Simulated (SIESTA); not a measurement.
Worked example: self-consistent single point of PtAl2 (Fm-3m, 3 atoms in the cell) in SIESTA.

Computed with GGA PBE, numerical atomic orbitals DZP, PseudoDojo PBE standard norm-conserving potentials (rewritten from UPF to PSML) run with SIESTA.

The change in words: lattice scaled by 0.98. Reference geometry:
```yaml
crystal:
  lattice:
    - [0.00000, 3.02119, 3.02119]
    - [3.02119, 0.00000, 3.02119]
    - [3.02119, 3.02119, 0.00000]
  atoms:
    - { symbol: Al, position: [0.25000, 0.25000, 0.25000] }
    - { symbol: Al, position: [0.75000, 0.75000, 0.75000] }
    - { symbol: Pt, position: [0.00000, 0.00000, 0.00000] }
```

Reference input (self-consistent single point, DFT, GGA PBE, numerical atomic orbitals DZP, PseudoDojo PBE standard norm-conserving potentials (rewritten from UPF to PSML)): XC.functional = GGA; XC.authors = PBE; potentials = PseudoDojo PBE standard; PAO.BasisSize = DZP; PAO.EnergyShift = 0.01 Ry; MeshCutoff = 300 Ry; kgrid.MonkhorstPack = 13 13 13; OccupationFunction = FD; ElectronicTemperature = 1578.21 K; MaxSCFIterations = 150; SCF.Mixer.Method = Broyden; SCF.Mixer.Weight = 0.1. This run's input differs from it in these lines:

```diff
@@ -10,7 +10,7 @@
 %endblock ChemicalSpeciesLabel
-LatticeConstant              4.272611 Ang
+LatticeConstant              4.187158 Ang
 %block LatticeVectors
-     0.000000000    0.707106732    0.707106732
-     0.707106732    0.000000000    0.707106732
-     0.707106732    0.707106732    0.000000000
+     0.000000000    0.707106825    0.707106825
+     0.707106825    0.000000000    0.707106825
+     0.707106825    0.707106825    0.000000000
 %endblock LatticeVectors
@@ -18,4 +18,4 @@
 %block AtomicCoordinatesAndAtomicSpecies
-     1.510596000    1.510596000    1.510596000  1
-     4.531788000    4.531788000    4.531788000  1
+     1.480384000    1.480384000    1.480384000  1
+     4.441152000    4.441152000    4.441152000  1
      0.000000000    0.000000000    0.000000000  2
```

Log, with long lists cut:

```
        iscf     Eharris(eV)        E_KS(eV)     FreeEng(eV)     dDmax    Ef(eV) dHmax(eV)
   scf:    1    -3612.228936    -3662.817588    -3662.934612  1.496700 -2.839087 25.741545
   scf:    2    -3685.851485    -3675.853906    -3675.942879  0.125916 -3.410583 14.200668
   scf:    3    -3683.108123    -3681.070305    -3681.141437  0.169928 -3.935507  1.825116
   scf:    4    -3681.046814    -3681.111800    -3681.181159  0.045606 -4.024783  0.647785
   scf:    5    -3681.142187    -3681.127911    -3681.197693  0.027805 -4.031162  0.611605
   [... 4 lines left out ...]
   scf:   10    -3681.138622    -3681.138624    -3681.208967  0.000133 -4.012451  0.000537
   scf:   11    -3681.138622    -3681.138623    -3681.208967  0.000043 -4.012538  0.000298
   scf:   12    -3681.138623    -3681.138623    -3681.208967  0.000012 -4.012556  0.000223
   scf:   13    -3681.138623    -3681.138623    -3681.208967  0.000006 -4.012561  0.000186
SCF Convergence by DM+H criterion
max |DM_out - DM_in|         :     0.0000060556
max |H_out - H_in|      (eV) :     0.0001862208
SCF cycle converged after 13 iterations

Using DM_out to compute the final energy and forces

siesta: E_KS(eV) =            -3681.1386

siesta: E_KS - E_eggbox =     -3681.1386

siesta: Atomic forces (eV/Ang):
     1   -0.000128   -0.000128   -0.000128
     2    0.000128    0.000128    0.000128
     3    0.000000    0.000000    0.000000
   Tot    0.000000    0.000000    0.000000
   Max    0.000128
   Res    0.000105    sqrt( Sum f_i^2 / 3N )
   Max    0.000128    constrained

Stress tensor Voigt[x,y,z,yz,xz,xy] (kbar):      -21.54      -21.54      -21.54       -0.09       -0.09       -0.09
(Free)E + p*V (eV/cell)    -3680.5112
Target enthalpy (eV/cell)    -3681.2090

   [... lines left out ...]
siesta: FreeEng =     -3681.208967
   [... lines left out ...]
siesta:    -0.013441   -0.000058   -0.000058
siesta:    -0.000058   -0.013441   -0.000058
siesta:    -0.000058   -0.000058   -0.013441

siesta: Cell volume =         51.909056 Ang**3

siesta: Pressure (static):
siesta:                Solid            Molecule  Units
siesta:           0.00014639          0.00014631  Ry/Bohr**3
siesta:           0.01344131          0.01343400  eV/Ang**3
siesta:          21.53535593         21.52364372  kBar
```

The run converged in 13 iterations. Against the reference run the free energy falls by 12.4 meV/atom and the pressure goes from -5.42 to 2.15 GPa.

The starting cell has typed, rounded lattice constants, without a prior relaxation at this level. Its lattice was rescaled by a random factor within 2.5 % of one. For this run, on top of that: lattice scaled by 0.98. Spin polarisation is off. Values carry the incompleteness of an atom-centred basis.

Cost on one core of a shared machine: roughly 2 min.
